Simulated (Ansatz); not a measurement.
How the enthalpy of formation of W₂Ge (model structure, started from the Fe2P type, P-62m, No. 189, 9 atoms in the cell) moves with the method

No measured value is used here.

| level (code) | value (eV/atom) |
|---|---|
| PBE (Ansatz) | 0.257 |
| PBEsol (Ansatz) | 0.196 |
| PBE-D3(BJ) (Ansatz) | 0.196 |

Density-functional levels without +SOC have no spin–orbit coupling, which shifts binding energies of heavy elements. Each level is taken at its own relaxed cell. Ansatz's density-functional and Hartree–Fock values are scalar-relativistic unless marked +SOC, with PAW data made under PBE.

A model structure was made by putting elements into a prototype or built by hand; it is no filed structure, need not be a known phase, and can be a saddle point held by its symmetry.

Ansatz is a first-principles code.
